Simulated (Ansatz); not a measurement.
rock salt MgSe, quasi-harmonic lattice dynamics with LDA in Ansatz (a first-principles code). The pressure is 5 GPa. The structure is held there; whether it is the stable one at that pressure was not tested.

| T (K) | α_L (10⁻⁶/K) | C_P (J/mol/K) | bulk modulus B_T (GPa) | γ |
|---|---|---|---|---|
| 100 | 6.7 | 28.7 | 87.3 | 1.36 |
| 150 | 9.5 | 38.1 | (withheld) | 1.45 |
| 200 | 11.0 | 42.8 | 85.9 | 1.49 |
| 300 | 12.4 | 47.1 | 84.3 | 1.52 |
| 350 | 12.9 | (withheld) | 83.5 | 1.53 |
| 650 | 14.4 | 51.3 | 78.5 | 1.58 |
| 700 | 14.7 | 51.6 | 77.6 | 1.58 |
| 950 | 15.9 | 53.2 | 73.0 | 1.62 |

Some entries are withheld; supply them.


- 150, bulk modulus B_T (GPa): 86.6
- 350, C_P (J/mol/K): 48.2

No phase change or melting is allowed for: the numbers belong to this structure as given.

The PAW data sets were generated under PBE and serve the other functionals too.
